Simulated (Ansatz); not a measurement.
Converging shifted k-point meshes: Al₂Cu (I4mm, 3 atoms in the cell)

```xyz
3
Lattice="-2.0202 2.0202 2.8368 2.0202 -2.0202 2.8368 2.0202 2.0202 -2.8368" Properties=species:S:1:pos:R:3 pbc="T T T"
Al     0.0000     2.0202     1.4184
Al     2.0202     0.0000     1.4184
Cu     0.0000     0.0000     2.8868
```

Level of theory: LDA (PW92), default PAW files made with PBE (plane waves; Ansatz, a first-principles code).

Base settings: basis.ecutwfc = 420 eV; kpoints.mp_grid.grid = 11 11 11; hamiltonian.xc = lda; hamiltonian.pseudopotentials = {kind: paw} (the program's default PAW files); scf.occupations.method = gaussian; scf.occupations.width = 0.1 eV.

In this ladder: kpoints.mp_grid.shift = 0.5 0.5 0.5.

Only quantities that move along the ladder and can be compared are tabulated.

The count of work is k-points × plane waves × bands × iterations; it is no time. 

The starting cell comes from a database of computed structures (which also holds hypothetical and non-ambient phases and stackings), without a prior relaxation at this level. Its lattice was rescaled by up to half a per cent. One atom was moved a little off its site on purpose. Spin polarisation is off. Ansatz's pressure includes its estimate of the finite-basis (Pulay) stress.

```csv
kpoints.mp_grid.grid,free energy less the last step's (meV/atom),pressure (GPa),largest difference of a force vector from the last step's (eV/Å),count of work / last
2 2 2,13.40,-1.60,0.010,0.00066
3 3 3,-16.99,-1.12,0.023,0.0013
4 4 4,10.59,-1.52,0.005,0.0024
5 5 5,4.45,-1.49,0.010,0.0040
6 6 6,-1.32,-1.57,0.001,0.0072
7 7 7,2.74,-1.59,0.001,0.010
8 8 8,-2.53,-1.59,0.000,0.012
9 9 9,0.05,-1.61,0.010,0.019
10 10 10,-0.88,-1.65,0.001,0.022
11 11 11,0.52,-1.59,0.000,0.032
12 12 12,-0.24,-1.62,0.003,0.041
13 13 13,-0.08,-1.61,0.001,0.050
15 15 15,-0.24,-1.61,0.000,0.074
16 16 16,0.30,-1.61,0.000,0.088
18 18 18,0.10,-1.61,0.001,0.12
20 20 20,-0.01,-1.61,0.000,0.16
22 22 22,-0.09,-1.61,0.001,0.21
25 25 25,0.05,-1.61,0.000,0.30
28 28 28,0.00,-1.61,0.000,0.42
31 31 31,-0.02,-1.61,0.000,0.56
34 34 34,0.00,-1.61,0.000,0.73
38 38 38,0.00,-1.61,0.000,1.0
```

Coarsest kpoints.mp_grid.grid that holds the free energy within 1 meV/atom of the last step, with all finer ones: 9 9 9, at 0.019 of the last step's count of work; the step before is off by 2.5 meV/atom.

Coarsest kpoints.mp_grid.grid that holds the pressure within 0.2 GPa of the last step, with all finer ones: 4 4 4, at 0.0024 of the last step's count of work; the step before is off by 0.50 GPa.

Coarsest kpoints.mp_grid.grid that holds the forces within 0.02 eV/Å of the last step, with all finer ones: 4 4 4, at 0.0024 of the last step's count of work; the step before is off by 0.023 eV/Å.

Keys are those of Ansatz 0.2.
